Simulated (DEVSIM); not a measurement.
abrupt Si n-p junction

Device: abrupt Si n-p junction, at 300 K.

```tsv
layer (left to right)	material	thickness (μm)	Nd (cm⁻³)	Na (cm⁻³)	τn (s)	τp (s)
1	Si	7.70	5.9e16	-	3.8e-6	3.8e-6
2	Si	3.30	-	4.4e17	3.8e-6	3.8e-6
```

Left contact: ohmic. Right contact: ohmic. Voltage is applied to the left contact. Recombination: SRH at mid-gap, radiative. Mobility is μmin + (μ − μmin)/(1 + (N/Nref)^α).

The device is made up for the run: typed textbook-type constants, with dimensions and the other settings drawn at random. Values at 300 K.

```tsv
parameter	Si
gap (eV)	1.124
affinity (eV)	4.05
permittivity	11.7
Nc (cm⁻³)	2.86e19
Nv (cm⁻³)	3.1e19
μn (cm²/Vs)	1417
μp (cm²/Vs)	470
μn,min	52
μp,min	45
Nref,n	9.7e16
Nref,p	2.2e17
αn	0.68
αp	0.72
B (cm³/s)	4.7e-15
```

Model (solved in DEVSIM): 1D drift-diffusion, Boltzmann statistics, complete ionisation; no tunnelling, impact ionisation, image-force lowering or self-heating.

```yaml
potential_step_across_the_device_at_zero_bias: 0.854 V
largest_field_in_the_device_at_zero_bias: 110000 V/cm
Dark forward voltage at 1 A/cm²: 0.672 V
Dark forward voltage at 100 A/cm²: 0.799 V
```

Small-signal capacitance in reverse bias (quasi-static):

```json
[
 {"V (V)": "0.04", "C (nF/cm²)": "71.6"},
 {"V (V)": "0.1", "C (nF/cm²)": "69.2"},
 {"V (V)": "0.2", "C (nF/cm²)": "65.7"},
 {"V (V)": "0.3", "C (nF/cm²)": "62.6"},
 {"V (V)": "0.4", "C (nF/cm²)": "59.9"},
 {"V (V)": "0.6", "C (nF/cm²)": "55.5"},
 {"V (V)": "0.8", "C (nF/cm²)": "51.9"},
 {"V (V)": "1", "C (nF/cm²)": "49.0"},
 {"V (V)": "1.3", "C (nF/cm²)": "45.3"},
 {"V (V)": "1.6", "C (nF/cm²)": "42.4"},
 {"V (V)": "2", "C (nF/cm²)": "39.3"}
]
```

Dark reverse current:

```tsv
V (V)	J (A/cm²)
0.04	1.8e-10
0.10	3.5e-10
0.20	5.9e-10
0.30	8.0e-10
0.40	9.9e-10
0.60	1.4e-9
0.80	1.7e-9
1.00	2.0e-9
1.30	2.4e-9
1.60	2.7e-9
2.00	3.2e-9
```
